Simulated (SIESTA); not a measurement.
A user runs SIESTA on Cd₂In₃Ag₃Te₈ (P-4, 16 atoms in the cell) and asks whether the run is sound. The aim is a self-consistent single point with DFT, LDA PW92, numerical atomic orbitals DZP, PseudoDojo LDA standard norm-conserving potentials (rewritten from UPF to PSML).

Cell that was meant: a = 6.6064 Å, b = 6.6064 Å, c = 12.9993 Å, α = 90.00°, β = 90.00°, γ = 90.00°.

Part of the input:

```
PAO.BasisSize                DZP
PAO.EnergyShift              0.01 Ry
MeshCutoff                   400 Ry
OccupationFunction           MP
OccupationMPOrder            0
ElectronicTemperature        116.05 K
```

Output (repeated stretches shortened):

```
reinit: Reading from file input.fdf

reinit: System Name: Cd2In3Ag3Te8
reinit: System Label: Cd2In3Ag3Te8

   [... lines left out ...]
Gamma-point calculation with interaction between periodic images
Some features might not work optimally:
Some features might not work optimally:
e.g. DM initialization from atomic data
e.g. DM initialization from atomic data
new_DM -- step:     1
Initializing Density Matrix...

Attempting to read DM from file... Failed...
DM filled with atomic data:

InitMesh: MESH = 80 x 80 x 160 = 1024000
InitMesh: Mesh cutoff (required, used) =   400.000   405.271 Ry

stepf: Methfessel-Paxton step function
       Using Hermite-Gauss polynomials of order  0
        iscf     Eharris(eV)        E_KS(eV)     FreeEng(eV)     dDmax    Ef(eV) dHmax(eV)
   scf:    1   -50096.263039   -50259.506337   -50259.506337  0.974040 -2.459330 37.453092
   scf:    2   -50309.681939   -50333.248026   -50333.248026  0.573749 -3.822141 13.033592
   scf:    3   -50345.438106   -50340.893172   -50340.893172  0.105236 -3.910266  3.767712
   scf:    4   -50342.971554   -50342.214694   -50342.214694  0.073055 -3.931683  1.834631
   scf:    5   -50340.980374   -50342.009705   -50342.017173  0.436972 -3.982429  2.326310
   [... 11 lines left out ...]
   scf:   17   -50342.464427   -50342.464428   -50342.470849  0.000021 -4.055152  0.000098
   scf:   18   -50342.464426   -50342.464427   -50342.470849  0.000015 -4.055152  0.000113
   scf:   19   -50342.464428   -50342.464428   -50342.470849  0.000010 -4.055155  0.000047
   scf:   20   -50342.464428   -50342.464428   -50342.470849  0.000004 -4.055157  0.000016
SCF Convergence by DM+H criterion
max |DM_out - DM_in|         :     0.0000039625
max |H_out - H_in|      (eV) :     0.0000162300
SCF cycle converged after 20 iterations

Using DM_out to compute the final energy and forces

siesta: E_KS(eV) =           -50342.4644

siesta: E_KS - E_eggbox =    -50342.4644

siesta: Atomic forces (eV/Ang):
     1   -0.000001    0.000000    0.000000
     2    0.000000   -0.000001    0.000000
     3   -0.000002    0.000000   -0.024823
     4   -0.000001   -0.000001    0.024823
     5   -0.000000   -0.000002   -0.000000
     6    0.000002   -0.000001   -0.046530
     7   -0.000000    0.000000    0.046529
     8   -0.000001    0.000002   -0.000001
     9    0.145898    0.098307    0.113614
    10    0.098307   -0.145896   -0.113613
   [... lines left out ...]
siesta: FreeEng =    -50342.470849
   [... lines left out ...]
siesta:    -0.000000    0.011578   -0.000000
siesta:    -0.000000   -0.000000    0.037849

siesta: Cell volume =        567.358991 Ang**3

siesta: Pressure (static):
siesta:                Solid            Molecule  Units
siesta:          -0.00022147         -0.00022803  Ry/Bohr**3
siesta:          -0.02033477         -0.02093715  eV/Ang**3
siesta:         -32.57988685        -33.54501043  kBar
```

Question: Is this run sound? If not, what is wrong?

Answer: The run is not sound. The fault is a single k-point for a small cell. The zone centre alone samples the bands of a small cell poorly; it suits large supercells. To fix it, use a k-point mesh or a larger supercell. The run converged in 20 iterations without an error; against the sound input the free energy goes up by 182 meV/atom, the pressure goes from -4.44 to -3.26 GPa and the largest force goes from 0.355 to 0.209 eV/Å.

The sound input it was made from differs as follows (other fixes are possible):
```diff
+%block kgrid.MonkhorstPack
+    3   0   0  0.0
+    0   3   0  0.0
+    0   0   2  0.0
+%endblock kgrid.MonkhorstPack
```

With that input, the run converged in 13 iterations: free energy E − TS -50345.3755 eV; Fermi level (on the code's own zero) -4.08 eV; pressure -4.44 GPa; largest force (vector length) 0.355 eV/Å (DFT, LDA PW92, numerical atomic orbitals DZP, PseudoDojo LDA standard norm-conserving potentials (rewritten from UPF to PSML)).

On the sound input: the starting cell comes from a database of computed structures (which also holds hypothetical and non-ambient phases and stackings), without a prior relaxation at this level. Values carry the incompleteness of an atom-centred basis. With a pressure of about -4 GPa the cell is away from its equilibrium volume at this level. The run gives no clean gap (levels at the Fermi energy touch, overlap or are partly filled at this smearing), which alone does not show that the compound is a metal.
